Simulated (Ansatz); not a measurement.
The reference is Ru in the hcp (Mg type) structure (space group P6_3/mmc, No. 194; relaxed with 0.1 eV smearing).

```xyz
2
Lattice="2.7055 0.0000 0.0000 -1.3528 2.3430 0.0000 0.0000 0.0000 4.2651" Properties=species:S:1:pos:R:3 pbc="T T T"
Ru     0.0000     1.5620     3.1988
Ru     1.3528     0.7810     1.0663
```

Cartesian axes are those of the cell as printed.

Calculations: r2SCAN, PAW, 500 eV (Ansatz, a program for electronic structure; no spin-orbit coupling), earlier PAW set.

Modification: biaxial strain −4.59 %, plane normal [001], relaxed out of plane (Cartesian); in-plane vectors clamped, the third vector and the atoms free.

Question: Estimate the effect on the out-of-plane strain.

Answer: The out-of-plane strain amounts to +2.59 %.

Question: Estimate the effect on the in-plane stress.

Answer: The mean in-plane stress (compression positive) amounts to +42.5 GPa.

Whether these cells are dynamically stable was not tested. All final runs are without spin polarisation.
